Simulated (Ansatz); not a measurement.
**Hypothetical Fddd MoSi2: response to strain**

The reference is MoSi2 (space group Fddd, No. 70; a = 4.607 Å, b = 8.057 Å, c = 8.762 Å; a hypothetical phase, not in the database extracts checked). Axes: x, y, z lie along a, b, c of the conventional cell.

Strains are applied to the cell and any free atomic positions relax; under biaxial strain the out-of-plane vector relaxes too.

Method: DFT with PBE, PAW potentials and a 420 eV plane-wave cutoff in Ansatz (a quantum-chemistry and plane-wave program), spin-orbit coupling left out.

Notes on the quantities. energy relative to the base: free energy F; pressure: mean of the normal stresses, compression positive.

| variant | energy relative to the base | volume per atom | pressure |
|---|---|---|---|
| base | 0 meV/atom | 13.55 Å³ | 0.0 GPa |
| biaxial strain −0.54 %, plane normal [001], relaxed out of plane | +0.7 meV/atom | 13.48 Å³ | 1.0 GPa |
| biaxial strain +0.65 %, plane normal [001], relaxed out of plane | +0.9 meV/atom | 13.64 Å³ | -1.1 GPa |
| isotropic strain +1.02 % | +7.8 meV/atom | 13.97 Å³ | -5.8 GPa |
| uniaxial strain ε_xx = +4.72 % | +37 meV/atom | 14.19 Å³ | -8.4 GPa |

Without a gap, meshes like the base's 13×13×13 leave anisotropic stresses uncertain by several tenths of a GPa, and small strain energies with them. No phonon test of stability was made. The final runs are not spin-polarised.
